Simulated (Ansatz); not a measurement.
## Hypothetical P-6m2 Ti2InB2 under a change: tensor shear ε_xz = +2.27 %

Consider Ti2InB2 (space group P-6m2, No. 187; a = 3.056 Å, c = 7.829 Å; a hypothetical phase, not in the database extracts checked). Axes: x lies along a and z along c of the hexagonal cell.

It is then changed as follows: a pure shear with ε_xz = ε_zx = 0.0227; the atoms relax in the strained cell.

Calculations: plane-wave PAW DFT at the PBEsol level (Ansatz, a program for electronic structure, 420 eV), spin-orbit coupling left out. Settings: 17×17×6 k-points, 0.05 eV Fermi–Dirac smearing.

Volume per atom: 12.66 Å³ (base 12.66 Å³)
Space group: C2 (No. 5) (base P-6m2 (No. 187))
Shortest interatomic distance: 1.764 Å (base 1.764 Å)
Energy relative to the base (free energy F): +8.1 meV/atom
Band gap: zero (base zero)
Largest internal atomic displacement: 0.049 Å
Stress (xx, yy, zz, yz, xz, xy; compression positive): (0.1, 0.3, 0.6, 0.0, -4.4, 0.0) GPa (rough)

Without a gap, meshes like the base's 17×17×6 leave anisotropic stresses uncertain by several tenths of a GPa, and small strain energies with them. No phonon test of stability was made. The final runs are not spin-polarised. An odd electron count without spin: Ti2InB2.
